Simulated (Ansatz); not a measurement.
**MoSi2 under a change: Si on a Mo site (antisite), symmetric start**

The parent structure is a 15-atom supercell of MoSi2 (space group I4/mmm, No. 139; a = 3.2022 Å, c = 7.8195 Å) at its relaxed geometry.

Now apply this change: one Mo atom is replaced by Si, atoms relaxed at fixed cell.

Method: DFT with r2SCAN, PAW potentials and a 500 eV plane-wave cutoff in Ansatz (a program for electronic structure), no SOC, earlier PAW set. Settings: 5×5×5 k-points, 0.05 eV Fermi–Dirac smearing.

| quantity | base | changed | shift |
|---|---|---|---|
| energy gained by relaxation | – | 0.11 eV | – |
| largest displacement of a host atom from its site in the perfect cell | – | 0.04 Å | – |
| mean distance from the defect site to its nearest host atoms | 2.61 Å | 2.63 Å | +0.026 Å |

Final structure:

```
CELL_PARAMETERS angstrom
     -4.80325     1.60108     3.90975
      4.80325    -1.60108     3.90975
      1.60108     4.80325    -3.90975
ATOMIC_POSITIONS crystal
  Si 0.00000 0.00000 0.00000
  Mo 0.79844 0.39796 0.19639
  Mo 0.39796 0.20156 0.59952
  Mo 0.60204 0.79844 0.40048
  Mo 0.20156 0.60204 0.80361
  Si 0.33108 0.33108 0.00000
  Si 0.13801 0.73313 0.20579
  Si 0.73313 0.52734 0.59511
  Si 0.93223 0.13801 0.40489
  Si 0.52734 0.93223 0.79421
  Si 0.66892 0.66892 0.00000
  Si 0.47266 0.06777 0.20579
  Si 0.06777 0.86199 0.59511
  Si 0.26687 0.47266 0.40489
  Si 0.86199 0.26687 0.79421
```

Cost of the whole job for the changed cell (relaxation, final SCF and bands): very roughly 90 core-seconds.

In so small a cell the defect repeats every few ångströms: this is an ordered compound, not a dilute defect. A case with no gap was solved on a k-mesh chosen for an insulator, which is coarse for it. The defect started on the symmetric site and kept its symmetry, so it may sit on a saddle. The final runs are not spin-polarised. The defect cell is not spin-polarised.
